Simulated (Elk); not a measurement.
Elk run on CaCo2Ge2 (I4/mmm, 5 atoms in the cell): self-consistent single point.

Level of theory: LDA (PW92), all-electron FP-LAPW, Elk's shipped species files, default APW+lo basis (Elk).

The change in words: lattice scaled by 0.98. Reference geometry:
```yaml
crystal:
  lattice:
    - [-2.00458, 2.00458, 5.22806]
    - [2.00458, -2.00458, 5.22806]
    - [2.00458, 2.00458, -5.22806]
  atoms:
    - { symbol: Ca, position: [0.00000, 0.00000, 0.00000] }
    - { symbol: Co, position: [0.25000, 0.75000, 0.50000] }
    - { symbol: Co, position: [0.75000, 0.25000, 0.50000] }
    - { symbol: Ge, position: [0.36710, 0.36710, 0.00000] }
    - { symbol: Ge, position: [0.63290, 0.63290, 0.00000] }
```

Reference input (self-consistent single point, DFT, LDA (PW92), all-electron FP-LAPW, Elk's shipped species files, default APW+lo basis): xctype = 3; rgkmax = 7; stype = 3; swidth = 0.00183747 Ha; ngridk = 7 7 7; rmtscf = 0.87. This run's input differs from it in these lines:

```diff
@@ -19,5 +19,5 @@
 avec
-   -3.7881034155    3.7881034155    9.8795958939
-    3.7881034155   -3.7881034155    9.8795958939
-    3.7881034155    3.7881034155   -9.8795958939
+   -3.7123405157    3.7123405157    9.6820042406
+    3.7123405157   -3.7123405157    9.6820042406
+    3.7123405157    3.7123405157   -9.6820042406
```

Output, abridged:

```
│ Self-consistent loop started │
│ Loop number : 1 │
 total energy                :     -7688.41704089
│ Loop number : 2 │
 total energy                :     -7685.49026459
RMS change in Kohn-Sham potential (target) :   0.4194011739     (  0.1000000000E-05)
Absolute change in total energy (target)   :    2.926776306     (  0.1000000000E-03)
│ Loop number : 3 │
 total energy                :     -7671.25446555
RMS change in Kohn-Sham potential (target) :   0.1972363476     (  0.1000000000E-05)
Absolute change in total energy (target)   :    14.96749311     (  0.1000000000E-03)
│ Loop number : 4 │
   [... lines left out ...]
Absolute change in total energy (target)   :   0.2484505957E-02 (  0.1000000000E-03)
│ Loop number : 13 │
 total energy                :     -7653.52538577
RMS change in Kohn-Sham potential (target) :   0.1308439704E-05 (  0.1000000000E-05)
Absolute change in total energy (target)   :   0.1966705895E-03 (  0.1000000000E-03)
│ Loop number : 14 │
 total energy                :     -7653.52532336
RMS change in Kohn-Sham potential (target) :   0.4872840678E-06 (  0.1000000000E-05)
Absolute change in total energy (target)   :   0.1324712957E-04 (  0.1000000000E-03)
Convergence targets achieved

│ Loop number : 15 │

Energies :
 Fermi                       :     0.288520160075
 total energy                :     -7653.52539614

Density of states at Fermi energy :    56.02580558
 (states/Hartree/unit cell)

Estimated indirect band gap :   0.1696037590E-02
 from k-point     29 to k-point     17
Estimated direct band gap   :   0.1443351593E-01
 at k-point     24

Charges :
 core                        :    70.00000000
 valence                     :    68.00000000
 interstitial                :    9.273270290
 muffin-tins (core leakage)
  species :    1 (Ca)
   atom    1                 :    17.75613277     (  0.4252048402E-06)
  species :    2 (Co)
   atom    1                 :    25.57978982     (  0.2457664483E-02)
   atom    2                 :    25.57978982     (  0.2457664483E-02)
  species :    3 (Ge)
   atom    1                 :    29.90550865     (  0.2026858807E-02)
   atom    2                 :    29.90550865     (  0.2026858807E-02)
 total in muffin-tins        :    128.7267297
 total calculated charge     :    137.9874627
 total charge                :    138.0000000
 error                       :   0.1253729832E-01

│ Self-consistent loop stopped │
```

The run converged in 15 iterations. The count includes the last loop, which Elk runs after its targets are met. Against the reference run the free energy drops by 52.0 meV/atom.

The starting cell comes from a database of computed structures (which also holds hypothetical and non-ambient phases and stackings), without a prior relaxation at this level. Its lattice was rescaled by a random factor within 2.5 % of one. For this run, on top of that: lattice scaled by 0.98. Spin polarisation is off. Values depend on the basis (sphere radii, cutoffs, local orbitals), which need not be converged. The log's line on a gap gives a spacing of levels on this mesh, which the program prints for metals too.

Cost on one core of a shared machine: roughly 40 s.
